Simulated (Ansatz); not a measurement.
Results of r²SCAN0 (Ansatz, a quantum-chemistry and plane-wave program, PAW) for BP (P6₃mc, No. 186, 4 atoms in the cell; start mp-1008559; another space group than a measured phase of this formula).

Numerical settings: plane-wave cutoff 520 eV, 9×9×6 k mesh (along the axes of the cell as run), Fermi–Dirac smearing 0.01 eV, scalar-relativistic PAW data made under PBE.

The cell is the one relaxed with PBEsol. Conventional cell: a = 3.1793 Å, b = 3.1793 Å, c = 5.2743 Å, α = 90.00°, β = 90.00°, γ = 120.00°.

```
BP
1.0
    3.17927     0.00000     0.00000
   -1.58963     2.75333     0.00000
    0.00000     0.00000     5.27433
B P
2 2
Direct
  0.66667   0.33333   0.50045
  0.33333   0.66667   0.00045
  0.66667   0.33333   0.87455
  0.33333   0.66667   0.37455
```

**Question.** List the 10 lowest band energies at Γ above −25 eV (eV, relative to the valence band maximum), grouping those that round alike.

**Answer.** At Γ: -18.18, -14.47, -10.87, -2.46 (×2), -0.49, 0.00 (×2), 4.37 (×2).

Note: the run warned that its exchange threshold was loose for the stress.

A start named mp-… is a Materials Project structure, which need not be a measured phase.
